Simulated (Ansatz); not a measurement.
Defect: interstitial Li in diamond, charge state +1. The step: a direct jump of one Li atom; the atom moves 1.55 Å along (-0.25, 0.25, -0.25) of the unit cell; the moving atom starts with neighbours 4 C at 1.63, 6 C at 1.84 Å and ends with 4 C at 1.63, 6 C at 1.84 Å. A PBE band in Ansatz (plane-wave PAW, the Γ point alone, 216 host sites, 22 SCF runs with any check of the saddle's order, static, no finite-size correction) gives a forward barrier of 1.82 eV. The saddle point's order was not checked, and it lies on a symmetry element of the cell, where a band can be held. The host's phase is taken as given; its stability against other phases was not computed. The charge state is imposed; whether it is stable for some Fermi level was not computed. Sites that were not tried may lie lower.

Single points at the band's start and saddle point can refine it. Rough cost of one point, in units of the band's mean SCF on the same machine:

| Level | Cost of one point |
|---|---|
| PBE, a 2×2×2 k-point mesh shifted by half a step | about 7 |
| r2SCAN at 500 eV, the Γ point alone | about 2 |
| HSE06, Γ point alone | about 20 |

**Question.** Which of these move the barrier by more than 0.1 eV, and how far does each move it?

**Answer.** Not one does. PBE, a 2×2×2 k-point mesh shifted by half a step: -0.01 eV; r2SCAN at 500 eV, the Γ point alone: +0.06 eV; HSE06, Γ point alone: +0.08 eV. Each functional is compared with PBE at the same k-points.

Ansatz is a program for electronic structure.
